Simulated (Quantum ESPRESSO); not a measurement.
**Pressure against volume in wurtzite GaN (space group 186) (Quantum ESPRESSO, LDA)**

```xyz
4
Lattice="3.0659 0.0000 0.0000 -1.5330 2.6552 0.0000 0.0000 0.0000 4.9881" Properties=species:S:1:pos:R:3 pbc="T T T"
Ga     0.0000     1.7701     0.0000
Ga     1.5330     0.8851     2.4941
N      0.0000     1.7701     1.8805
N      1.5330     0.8851     4.3746
```

Method of the run: LDA (PZ), GBRV 1.5 ultrasoft (LDA) pseudopotentials (plane waves; Quantum ESPRESSO). Settings: ecutwfc = 65 Ry; ecutrho = 325 Ry; occupations = smearing; smearing = fermi-dirac; degauss = 0.000734986 Ry; potentials = {Ga: ga_lda_v1.4.uspp.F.UPF, N: n_lda_v1.2.uspp.F.UPF}; K_POINTS = automatic 12 12 7 0 0 0; conv_thr = 1e-10 Ry. The cell above is the first row's. The rows scale it uniformly. In all rows fractional positions and the k mesh are held.

| V (Å^3/atom) | P (GPa) |
|---|---|
| 10.152 | ? |
| 10.372 | 15.59 |
| 10.593 | 10.17 |
| 10.814 | 5.31 |
| 11.034 | 0.95 |
| 11.255 | -2.97 |
| 11.476 | -6.50 |
| 11.696 | -9.66 |
| 11.917 | -12.50 |

### Question
Using a cubic, estimate the missing P at V = 10.152 from the other rows, showing the fit.

### Answer
With u = V - 11.1, the rows have u = -0.7280, -0.5070, -0.2860, -0.0660, 0.1550, 0.3760, 0.5960, 0.8170. Least squares gives P = -0.267 - 18.1577·u + 4.4626·u² - 0.6986·u³. Residuals (row less fit): 0.004, -0.007, 0.003, -0.001, 0.007, 0.001, -0.008, 0.004; standard error 0.007 (degrees of freedom: 4). The fitted pressure is zero at V0 = 11.09, where dP/dV = -18.29, so B0 = -V0·dP/dV = 203 GPa. At the withheld row, u = -0.9480, so P = -0.267 - 18.1577 × (-0.9480) + 4.4626 × (-0.9480)² - 0.6986 × (-0.9480)³ = 21.552 GPa. The calculation gives 21.59 GPa, 0.038 GPa above the prediction (0.1 % of the range of P in the table). The row lies outside the fitted rows, so this is an extrapolation. From the scatter of the fitted rows alone, a prediction at this place has a standard error of 0.019 GPa, so the miss is 2.0 times that.

Carrying the step between the two nearest rows on in a straight line would have given 20.99, off by 0.60; series whose last step already gives the withheld value aren't shown. The scan was laid around a cell of about the measured size, scaled by a guess for this functional; axis ratios and inner coordinates come from that cell. The runs keep the symmetry of the cell, so they don't test it for distortions. The shape of the cell and the inner coordinates aren't relaxed, so V0 and B0 belong to this uniform scaling; a relaxed crystal lies no higher in energy and is usually softer (forces reach 0.04 eV/Å in these rows). Cutoffs and mesh are single choices, not tested for convergence of this quantity. Series with a scatter that would blur these digits, or in which a gap closes, are not shown.
